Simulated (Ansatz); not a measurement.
# Effect of isotropic strain +3.00 % on LiNbO3

The reference is LiNbO$_{3}$ (space group R3c, No. 161; a = 5.1347 Å, c = 13.8241 Å (hexagonal axes)).

Modification: the cell is scaled by 1.0300 in all directions; the atoms relax in the strained cell.

Level of theory: DFT with PBEsol, PAW potentials and a 420 eV plane-wave cutoff in Ansatz (a quantum-chemistry and plane-wave program), spin-orbit coupling left out. Γ-centred 8×8×8 mesh, Fermi–Dirac width 0.05 eV.

Volume per atom: 11.50 Å³ (base 10.52 Å³)
Space group: R3c (No. 161) (base R3c (No. 161))
Shortest interatomic distance: 1.881 Å (base 1.882 Å)
Energy relative to the base (free energy F): +26 meV/atom
Pressure (mean of the normal stresses, compression positive): -7.51 GPa (base 0.00 GPa)
Band gap: 3.41 eV (an upper bound: an edge found on the path is not a true extremum; the base alone) (base 3.51 eV)
Largest internal atomic displacement: 0.106 Å

Final structure:

```xyz
10
Lattice="2.6444 1.5267 4.7463 -2.6444 1.5267 4.7463 0.0000 -3.0534 4.7463" Properties=species:S:1:pos:R:3 pbc="T T T"
Li     0.0000     0.0000     4.0546
Li     0.0000     0.0000    11.1740
Nb     0.0000     0.0000    14.2221
Nb     0.0000     0.0000     7.1027
O     -0.5595    -1.4924     5.6173
O      1.5722     0.2616     5.6173
O     -1.0127     1.2308     5.6173
O     -1.6316    -0.2959     7.9904
O      0.5595     1.5610     7.9904
O      1.0721    -1.2651     7.9904
```

Cost of the whole job for the changed cell (relaxation, final SCF and bands): around 5 core-minutes (rough).

Whether these cells are dynamically stable was not tested.
